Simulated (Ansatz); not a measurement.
Input:

End structure of a constructed model of the (111) surface of fcc Pd, p(2x2) layer of I, one a cell, on the site that continues the host's stacking (bottom of the slab: a bare face, its two planes held):

```xyz
25
Lattice="5.5772 0.0000 0.0000 -2.7886 4.8300 0.0000 0.0000 0.0000 30.0000" Properties=species:S:1:pos:R:3 pbc="T T T"
Pd    -1.3943     4.0250     8.1018
Pd     0.0000     1.6100     8.1018
Pd     1.3943     4.0250     8.1018
Pd     2.7886     1.6100     8.1018
Pd     0.0000     3.2200    10.3786
Pd     1.3943     0.8050    10.3786
Pd     2.7886     3.2200    10.3786
Pd     4.1829     0.8050    10.3786
Pd     1.3943     2.4150    12.6412
Pd     2.7882    -0.0002    12.6520
Pd    -1.3943     2.4155    12.6520
Pd     0.0004    -0.0002    12.6520
Pd     2.7916     1.6083    14.9271
Pd     1.3943     4.0284    14.9271
Pd    -0.0030     1.6083    14.9271
Pd    -1.3943     4.0250    14.9265
Pd     4.1829     0.8050    17.2392
Pd     2.7896     3.2206    17.1908
Pd     1.3943     0.8039    17.1908
Pd    -0.0010     3.2206    17.1908
Pd    -0.0289     0.0167    19.4959
Pd    -1.3943     2.3817    19.4959
Pd     2.8175     0.0167    19.4959
Pd     1.3943     2.4150    19.4693
I     -1.3943     4.0250    21.6137
```

Slab: 25 atoms, 13.8 Å thick at the start; k 8x8x1, smearing 0.1 eV, dipole-corrected; 8 atoms held, the rest relaxed; start symmetry kept, larger cells not searched; no spin, no spin-orbit, no U. It is one candidate, not shown to be the stable structure of the face.

**Question.** Estimate the work function of the top face that PBE in Ansatz (a program for electronic structure) returns for this input.

**Answer.** 4.68 eV
